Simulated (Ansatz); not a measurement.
## ZrC, pressure series

Consider ZrC in the rock salt structure (space group Fm-3m, No. 225).

```
ZrC
1.0
    0.00000     2.35437     2.35437
    2.35437     0.00000     2.35437
    2.35437     2.35437     0.00000
Zr C
1 1
Direct
  0.00000   0.00000   0.00000
  0.50000   0.50000   0.50000
```

Cell and atoms are relaxed at each pressure.

Computed with DFT with PBE, PAW potentials and a 420 eV plane-wave cutoff in Ansatz (a program for electronic structure), spin-orbit coupling left out.

Two rows of this table had their results exchanged by mistake.

```json
[
 {"pressure": "pressure −2 GPa", "volume per atom (Å³)": "13.17", "shortest distance (Å)": "2.362", "band gap": "zero"},
 {"pressure": "pressure −1 GPa", "volume per atom (Å³)": "13.11", "shortest distance (Å)": "2.358", "band gap": "zero"},
 {"pressure": "pressure 0.9 GPa", "volume per atom (Å³)": "13.00", "shortest distance (Å)": "2.351", "band gap": "zero"},
 {"pressure": "pressure 2.1 GPa", "volume per atom (Å³)": "12.93", "shortest distance (Å)": "2.347", "band gap": "zero"},
 {"pressure": "pressure 4.5 GPa", "volume per atom (Å³)": "11.98", "shortest distance (Å)": "2.288", "band gap": "zero"},
 {"pressure": "pressure 9 GPa", "volume per atom (Å³)": "12.57", "shortest distance (Å)": "2.325", "band gap": "zero"},
 {"pressure": "pressure 15 GPa", "volume per atom (Å³)": "12.29", "shortest distance (Å)": "2.308", "band gap": "zero"},
 {"pressure": "pressure 22.5 GPa", "volume per atom (Å³)": "12.80", "shortest distance (Å)": "2.339", "band gap": "zero"},
 {"pressure": "pressure 30 GPa", "volume per atom (Å³)": "11.71", "shortest distance (Å)": "2.271", "band gap": "zero"}
]
```

Task: Which two?

Result: The rows for pressure 4.5 GPa and pressure 22.5 GPa: the volume has to fall steadily with pressure, so 12.80 Å³ belongs to pressure 4.5 GPa and 11.98 Å³ to pressure 22.5 GPa.

Load acts through the strain it causes; cell and atoms are relaxed under it. Whether these cells are dynamically stable was not tested. No other phases were tried under pressure. The final runs are not spin-polarised.
